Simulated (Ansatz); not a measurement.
The reference is V3Si in the A15 (Cr3Si type) structure (space group Pm-3n, No. 223; a = 4.7012 Å).

(Cell as relaxed with PBE.)

Levels (all Ansatz, an electronic-structure program, PAW): PBE (420 eV, without spin-orbit coupling); PBEsol (420 eV, scalar-relativistic without spin-orbit coupling).

Each level relaxes its own structure.

```json
[
 {"base": "volume per atom", "PBE": "12.99 Å³", "PBEsol": "12.56 Å³"},
 {"base": "lattice parameter a", "PBE": "4.701 Å", "PBEsol": "4.650 Å"},
 {"base": "band gap", "PBE": "zero", "PBEsol": "zero"}
]
```

Perturbation: a hydrostatic pressure of 4.2 GPa.

```
quantity              PBE      PBEsol
---------------  --------  ----------
volume per atom  12.72 Å³  (withheld)
band gap             zero  (withheld)
```

### Question
What does PBEsol give?

### Answer

- volume per atom, PBEsol: 12.32 Å³
- band gap, PBEsol: zero

PBE's volume per atom lies 0.40 Å³ above PBEsol's (3.2 %); the two agree on the band gap. Neither level is exact; PBEsol is the comparison here, not a measurement.

Load acts through the strain it causes; cell and atoms are relaxed under it. Stability against distortions was not tested. Seeded moments were not kept for the base. The final runs are not spin-polarised.
